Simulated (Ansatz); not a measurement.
C (R-3m, No. 166, 4 atoms in the cell; start COD 1000065; another form than the element's usual one), treated with PBEsol in Ansatz (plane waves, PAW).

Input:

Ansatz 0.2 input:
```yaml
crystal:
  lattice:
    - [1.2374265028, 0.7144285245, 11.3089674677]
    - [-1.2374265028, 0.7144285245, 11.3089674677]
    - [0.0, -1.4288570489, 11.3089674677]
  atoms:
    - { symbol: C, position: [0.0542908419, 0.0542908419, 0.0542908419] }
    - { symbol: C, position: [0.9457091581, 0.9457091581, 0.9457091581] }
    - { symbol: C, position: [0.2790366261, 0.2790366261, 0.2790366261] }
    - { symbol: C, position: [0.7209633739, 0.7209633739, 0.7209633739] }
basis:
  ecutwfc: 520
  ecutrho_ratio: 4
  xc_grid: 2
kpoints:
  mp_grid: { grid: [16, 16, 16] }
hamiltonian:
  xc: pbesol
  dispersion: none
  pseudopotentials: { azcp: { folder: ./paw }, kind: paw }
scf:
  occupations: { method: fermi_dirac, width: 0.01 }
output:
  forces: true
  stress: true
  eigenvalues: true
relax:
  f_tol: 0.004
  escape_saddle: false
  max_steps: 80
  cell: { stress_tol: 0.02, fix: [volume] }
```

From the output:

```
Relaxation: its limit of steps is 80 (relax.max_steps)
Crystal: 4 atoms, lattice volume = 59.986 Å³
Basis set: ecut = 520 eV, 1615 PW (Γ), FFT grids on a1−a3, a2−a3, a3, exchange–correlation on 40×40×180 points (8 copies of the dense FFT grid, shifted against one another)
Bands: 12, of which v1, the nominal top of the filled ones, is band 8 counted from 1 (7 counted from 0)
Symmetry: 12 space group operations
Space group: R-3m (ITA 166), of the structure as read, at distance tolerance 3.9e-5 Å
k-points: 417 of 4096
Initial density: superposition of atomic densities (chi_scale 0.1, normalization cell)
Functional: x = pbesol(κ = 0.804, μ = 0.12345679012345678), c = pbesol(β = 0.046)
SCF iter   1: F=—  HF=-988.881635 eV  |F-HF|=—  |Δ(HF+E_count)|=         —  Δρ=9.55e-2  dr2=4.84e0
SCF iter   2: F=—  HF=-986.888908 eV  |F-HF|=—  |Δ(HF+E_count)|=    1.99e0  Δρ=3.41e-2  dr2=3.98e-1
  ...
SCF 1 converged in 7 iterations: F = -986.760566 eV  dr2 = 2.04e-8
Crystal: 4 atoms, lattice volume = 59.986 Å³
Basis set: ecut = 520 eV, 1627 PW (Γ), FFT grids on a1−a3, a2−a3, a3, exchange–correlation on 40×40×180 points (8 copies of the dense FFT grid, shifted against one another)
Initial density: handed on by an earlier stage of this run
SCF 2 converged in 5 iterations: F = -986.770735 eV  dr2 = 2.20e-8
Crystal: 4 atoms, lattice volume = 59.986 Å³
Basis set: ecut = 520 eV, 1633 PW (Γ), FFT grids on a1−a3, a2−a3, a3, exchange–correlation on 40×40×180 points (8 copies of the dense FFT grid, shifted against one another)
SCF 3 converged in 5 iterations: F = -986.772428 eV  dr2 = 9.00e-8
Crystal: 4 atoms, lattice volume = 59.986 Å³
SCF 4 converged in 8 iterations: F = -986.772444 eV  dr2 = 6.23e-12
Crystal: 4 atoms, lattice volume = 59.986 Å³
SCF 5 converged in 8 iterations: F = -986.772447 eV  dr2 = 3.17e-12
Crystal: 4 atoms, lattice volume = 59.986 Å³
SCF iter   4: F=—  HF=-986.772432 eV  |F-HF|=—  |Δ(HF+E_count)|=  3.54e-10  Δρ=1.06e-7  dr2=6.82e-12
SCF iter   5: F=-986.772432 eV  HF=-986.772432 eV  |F-HF|=4.55e-13  |Δ(HF+E_count)|=  1.14e-13  Δρ=6.08e-8  dr2=1.91e-12
SCF 6 converged in 5 iterations: F = -986.772432 eV  dr2 = 1.91e-12
SCF converged after 5 iterations
Free energy (F): -986.772432 eV
Internal energy: -986.772432 eV  (E = F + TS)
E sigma→0 (E₀):  -986.772432 eV
Fermi energy:    2.339287 eV
--- Forces (eV/Å), atoms counted from 1 ---
  atom   1  C      0.00000000    -0.00000000     0.00013816
  atom   2  C     -0.00000000     0.00000000    -0.00013816
  atom   3  C      0.00000000    -0.00000000     0.00009267
  atom   4  C     -0.00000000     0.00000000    -0.00009267
--- Stress (GPa, compression-positive) ---
        0.000357      -0.000000       0.000000
       -0.000000       0.000357      -0.000000
        0.000000      -0.000000       0.000051
  P = ⅓ Tr σ = 0.0003 GPa (0.003 kbar)
```

The PAW data were made under PBE.

Note: the relaxation could not lower the start's symmetry, so the cell can be a saddle point above a distorted one.

Ansatz is an electronic-structure program.
